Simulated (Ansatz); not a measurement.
Base system: Cu in the fcc (Cu type) structure (space group Fm-3m, No. 225).

```
CELL_PARAMETERS angstrom
      0.00000     1.78189     1.78189
      1.78189     0.00000     1.78189
      1.78189     1.78189     0.00000
ATOMIC_POSITIONS crystal
  Cu 0.00000 0.00000 0.00000
```

Cartesian axes are those of the cell as printed.

Computed with PBEsol (Ansatz, an electronic-structure program; PAW; 420 eV plane waves; without spin-orbit coupling).

Strains are applied to the cell and any free atomic positions relax.

One change was made to it. Results:

```tsv
quantity	base	after
pressure (mean of the normal stresses, compression positive)	0.0 GPa	0.2 GPa
energy relative to the base (free energy F)	0 meV/atom	+3.4 meV/atom
```

**Question.** Which change produced these results?
A) isotropic strain +1.36 %
B) uniaxial strain ε_zz = +1.31 %
C) tensor shear ε_yz = −1.53 %
D) uniaxial strain ε_xx = +0.72 %

**Answer.** C, tensor shear ε_yz = −1.53 %. For comparison, the energy relative to the base in the other runs: uniaxial strain ε_xx = +0.72 % gives +0.4 meV/atom; uniaxial strain ε_zz = +1.31 % gives +1.3 meV/atom; isotropic strain +1.36 % gives +9.4 meV/atom.

Without a gap, meshes like the base's 22×22×22 leave anisotropic stresses uncertain by several tenths of a GPa, and small strain energies with them. Whether these cells are dynamically stable was not tested. The final runs are not spin-polarised.
